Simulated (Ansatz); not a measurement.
TaO2F (P4₂/mmc, No. 131, 8 atoms in the cell; start mp-33997), treated with LDA in Ansatz (PAW).

Numerical settings: plane-wave cutoff 520 eV, 8×8×6 k mesh (along the axes of the cell as run), Fermi–Dirac smearing 0.01 eV, scalar-relativistic PAW data made under PBE.

Cell (relaxed with PBEsol):

Space group P4₂/mmc (No. 131); a = b = 3.9427 Å, c = 7.7093 Å, α = β = γ = 90.00°

```
atom  site  symmetry       x       y       z
----  ----  --------  ------  ------  ------
Ta      2a      mmm.  0.0000  0.0000  0.0000
O       2e      -4m2  0.0000  0.0000  0.2500
O       2d      mmm.  0.5000  0.0000  0.0000
F       2c      mmm.  0.0000  0.5000  0.0000
```

Task: Predict the band gap and smallest direct gap on the k points sampled.

Result: 
* **band gap**: 2.03 eV
* **smallest direct gap on the k points sampled**: 2.44 eV

Note: cell and atoms aren't relaxed at this level (pressure -4.2 GPa).

Spin–orbit coupling is not included.

The computed numbers hold no vibrational or temperature effects.

Cost on a shared machine: around 27 core-seconds (rough).

A start named mp-… is a Materials Project structure, which need not be a measured phase.

Ansatz is a program for electronic structure.
